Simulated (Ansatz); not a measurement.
Take MoSi₂ (space group I4/mmm, No. 139; a = 3.217 Å, c = 7.873 Å) as the base.

(Cell as relaxed with PBE.)

Levels (all Ansatz, a first-principles code, PAW, earlier PAW set): PBE (420 eV, without spin-orbit coupling); r2SCAN (500 eV, spin-orbit coupling left out).

Each level relaxes its own structure.

| base | PBE | r2SCAN |
|---|---|---|
| volume per atom | 13.58 Å³ | 13.36 Å³ |
| lattice parameter a | 3.217 Å | 3.202 Å |
| band gap | zero | zero |

One thing is altered: a negative pressure, −2 GPa.

| quantity | PBE | r2SCAN |
|---|---|---|
| c/a ratio | 2.446 | ? |
| shortest interatomic distance | 2.602 Å | ? |
| band gap | zero | ? |

### Question
Given the PBE results, estimate those of r2SCAN.

### Answer

- c/a ratio, r2SCAN: 2.440
- shortest interatomic distance, r2SCAN: 2.580 Å
- band gap, r2SCAN: zero

PBE's c/a ratio lies 0.006 above r2SCAN's; PBE's shortest interatomic distance lies 0.022 Å above r2SCAN's (0.8 %); the two agree on the band gap. Neither level is exact; r2SCAN is the comparison here, not a measurement.

The mesh was chosen for an insulator and is coarse for the gapless case. Load acts through the strain it causes; cell and atoms are relaxed under it. No phonon test of stability was made. The final runs are not spin-polarised.
